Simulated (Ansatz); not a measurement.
Consider Ru in the hcp (Mg type) structure (space group P6_3/mmc, No. 194; a = 2.676 Å, c = 4.224 Å; relaxed with 0.1 eV smearing). Axes: x lies along a and z along c of the hexagonal cell.

Calculations: LDA/PAW in Ansatz (a quantum-chemistry and plane-wave program), without spin-orbit coupling.

It is then changed as follows: every lattice vector is stretched by 2.00 %, atoms relaxed at fixed cell.

Q: Predict the stress tensor and what it implies for the stiffness.

A: Stress of the strained cell less that of the base (GPa, compression positive):
```
  -18.4     0.0     0.0
    0.0   -18.4     0.0
    0.0     0.0   -19.7
```

Then B = −ΔP/(ΔV/V₀) with ΔV/V₀ = 0.0612 gives secant stiffness values (nonlinear terms included at this strain): B (at held cell shape, above the free-shape value) ≈ 308 GPa.

As a check, the harmonic strain energy −½ V₀ Δσ:ε is 46 meV/atom; the computed energy rise is 50 meV/atom.

Whether these cells are dynamically stable was not tested. All final runs are without spin polarisation.
